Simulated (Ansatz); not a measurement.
**Worked example: self-consistent single point of PtSe2 (P-3m1, 3 atoms in the cell) in Ansatz (a first-principles code)**

Level of theory: PBE (plane waves, PAW; Ansatz).

The input file:

Ansatz 0.2 input:
```yaml
# PtSe2
crystal:
  lattice:
    - [1.818748, -3.150164, 0.000000]
    - [1.818748, 3.150164, 0.000000]
    - [0.000000, 0.000000, 4.954016]
  atoms:
    - { symbol: Pt, position_ang: [0.000000, 0.000000, 0.000000] }
    - { symbol: Se, position_ang: [1.818748, 1.050055, 1.263274] }
    - { symbol: Se, position_ang: [1.818748, -1.050055, 3.690742] }
kpoints:
  mp_grid: { grid: [8, 8, 5] }
hamiltonian:
  xc: pbe
  pseudopotentials: { kind: paw }
scf:
  occupations: { method: fermi_dirac, width: 0.02 }
output:
  forces: true
  eigenvalues: true
  stress: true
```

Log, with long lists cut:

```
WARN basis.ecutwfc = 420 eV, the default
Pseudopotentials: kind: paw
Pseudopotential: Pt, paw, valence charge 18
Pseudopotential: Se, paw, valence charge 16
Crystal: 3 atoms, lattice volume = 56.767 Å³
Basis set: ecut = 420 eV, 1121 PW (Γ), exchange–correlation on 50×50×72 points (8 copies of the dense FFT grid, shifted against one another)
Bands: 30, of which v1, the nominal top of the filled ones, is band 25 counted from 1 (24 counted from 0)
Symmetry: 12 space group operations
Space group: P-3m1 (ITA 164), of the structure as read, at distance tolerance 3.8e-5 Å
k-points: 40 of 320
Initial density: superposition of atomic densities (neutral atoms: chi_scale 0, normalization atom), corrected by the library's trained network
Initial wavefunctions: pseudopotential atomic-orbital guess
Eigensolver: davidson
Functional: x = pbe(κ = 0.804, μ = 0.2195149727645171), c = pbe(β = 0.06672455060314922)
SCF iter   1: F=—  HF=-23461.996115 eV  |F-HF|=—  |Δ(HF+E_count)|=         —  Δρ=3.00e-3  dr2=3.51e-3  ethr=1.77e-3  ⟨swp⟩=6.4  Hψ=4830  notcnv=0
all-band conjugate gradients solve this SCF's bands
preconditioner: auto → LDOS
SCF iter   2: F=—  HF=-23461.997517 eV  |F-HF|=—  |Δ(HF+E_count)|=   1.40e-3  Δρ=5.41e-4  dr2=1.45e-4  ethr=7.03e-6  ⟨swp⟩=2.0  Hψ=2134  notcnv=0  defer=26
SCF iter   3: F=—  HF=-23461.997524 eV  |F-HF|=—  |Δ(HF+E_count)|=   6.67e-6  Δρ=2.11e-4  dr2=4.14e-5  ethr=2.90e-7  ⟨swp⟩=2.0  Hψ=2192  notcnv=0  defer=26
SCF iter   4: F=—  HF=-23461.997502 eV  |F-HF|=—  |Δ(HF+E_count)|=   2.19e-5  Δρ=4.36e-5  dr2=1.03e-6  ethr=8.29e-8  ⟨swp⟩=3.0  Hψ=2154  notcnv=0  defer=26
iter 5 did not close the SCF: its close was put off for the readings that it lacked (scf_convergence_deferred on its scf_iter line)
SCF iter   5: F=-23461.997502 eV  HF=-23461.997502 eV  |F-HF|=2.64e-8  |Δ(HF+E_count)|=   8.99e-8  Δρ=7.96e-6  dr2=6.98e-8  ethr=2.06e-9  ⟨swp⟩=2.0  Hψ=2013  notcnv=0  defer=26
SCF iter   6: F=-23461.997502 eV  HF=-23461.997502 eV  |F-HF|=2.04e-9  |Δ(HF+E_count)|=   6.00e-9  Δρ=2.29e-6  dr2=2.93e-9  ethr=1.40e-10  ⟨swp⟩=5.0  Hψ=4854  notcnv=0
SCF 1 converged in 6 iterations: F = -23461.997502 eV  dr2 = 2.93e-9
SCF converged after 6 iterations
Free energy (F): -23461.997502 eV
Harris-Foulkes:  -23461.997502 eV  (|F-HF|=2.04e-9)
Internal energy: -23461.995986 eV  (E = F + TS)
E sigma→0 (E₀):  -23461.996744 eV
Entropy (-TS):   -0.001516 eV (-0.505 meV/atom)
Fermi energy:    14.846662 eV
--- Per-component energies (eV) ---
  E_band       = -898.900319
  E_kinetic    = 881.070245
  E_local      = -6514.240077  (includes V_loc(G=0)·N_el)
  E_nonlocal   = -990.658301
  E_hartree    = 3040.768394
  E_xc         = -473.352714
  E_vxc        = -503.517469  (∫ρ·V_xc dr)
  E_paw        = -13277.867177  (= ΣΔE_a)
  E_vpaw       = 146.912302  (= ΣTr[D̂ρ^β])
  E_aug_tail   = -0.000951  (compensation charges beyond the density's cutoff)
  E_ewald      = -6127.715405
  E_smearing   = -0.001516  (= −TS)
  E_closure    = -0.000000  (closes the sum)
  Σ components = -23461.997502   (vs F -23461.997502, Δ=0.00e0)
--- Forces (eV/Å), atoms counted from 1 ---
  atom   1  Pt     0.00000000     0.00000000     0.00000000
  atom   2  Se     0.00000000    -0.00000000     1.21844166
  atom   3  Se    -0.00000000     0.00000000    -1.21844166
  max |Σ_I F_I| component: 2.22e-16 eV/Å
--- Stress (GPa, compression-positive) ---
       19.039799       0.000000       0.000000
        0.000000      19.039799      -0.000000
        0.000000      -0.000000      12.827089
  P = ⅓ Tr σ = 16.9689 GPa (169.689 kbar)
  The stress holds the Pulay correction. Without it, at fixed plane waves, as pw.x and ABINIT print it: P = 16.9327 GPa
--- Band table (eV; the first three rows and the last of 40) ---
  k-point 0: bands = ["-85.0437", "-39.3085", "-39.3085", "-39.2399", "-33.9509", "-33.9509", "-33.9472", "-33.9472", "-33.9377", "-33.9377", "-33.9315", "-33.9315", "-33.9281", "-33.9278", "-1.5487", "1.6448", "6.9141", "7.8165", "7.8165", [...]
  k-point 1: bands = ["-85.0437", "-39.3085", "-39.3085", "-39.2399", "-33.9507", "-33.9507", "-33.9473", "-33.9473", "-33.9373", "-33.9373", "-33.9320", "-33.9320", "-33.9283", "-33.9276", "-1.3801", "1.2072", "7.5252", "7.8373", "7.8373", [...]
  k-point 2: bands = ["-85.0437", "-39.3085", "-39.3085", "-39.2399", "-33.9503", "-33.9503", "-33.9475", "-33.9475", "-33.9363", "-33.9363", "-33.9332", "-33.9332", "-33.9284", "-33.9275", "-0.9711", "0.4409", "7.8715", "7.8715", "8.6648", [...]
  k-point 39: bands = ["-85.0433", "-39.3205", "-39.3169", "-39.2389", "-33.9498", "-33.9495", "-33.9485", "-33.9475", "-33.9364", "-33.9348", "-33.9344", "-33.9338", "-33.9272", "-33.9271", "0.6375", "0.8221", "7.2990", "7.8127", "8.5086", [...]
```

The run converged in 6 iterations.

The starting cell has typed, rounded lattice constants, without a prior relaxation at this level. Its lattice was rescaled by a random factor within 2.5 % of one. Spin-orbit coupling is off. Spin polarisation is off. With a pressure of about 17 GPa the cell is away from its equilibrium volume at this level. Forces in this geometry exceed 1 eV/Å. Ansatz's pressure includes its estimate of the finite-basis (Pulay) stress.
